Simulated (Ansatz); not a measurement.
The reference is SiC in the wurtzite structure (space group P6_3mc, No. 186).

```
CELL_PARAMETERS angstrom
      3.09195     0.00000     0.00000
     -1.54598     2.67771     0.00000
      0.00000     0.00000     5.07427
ATOMIC_POSITIONS crystal
  Si 0.33333 0.66667 0.99958
  Si 0.66667 0.33333 0.49958
  C  0.33333 0.66667 0.37542
  C  0.66667 0.33333 0.87542
```

Cartesian axes are those of the cell as printed.

Calculations: plane-wave PAW DFT at the PBE level (Ansatz, an electronic-structure program, 420 eV), no spin-orbit coupling.

One thing is altered: an isotropic linear strain of +2.40 %; the atoms relax in the strained cell.

### Question
Predict the stress tensor and what it implies for the stiffness.

### Answer
Stress of the strained cell less that of the base (GPa, compression positive):
```
 -13.27    0.00    0.00
   0.00  -13.27    0.00
   0.00    0.00  -13.00
```

Then B = −ΔP/(ΔV/V₀) with ΔV/V₀ = 0.0737 gives secant stiffness values (nonlinear terms included at this strain): B (at held cell shape, above the free-shape value) ≈ 179 GPa.

As a check, the harmonic strain energy −½ V₀ Δσ:ε is 31 meV/atom; the computed energy rise is 34 meV/atom.

No phonon test of stability was made.
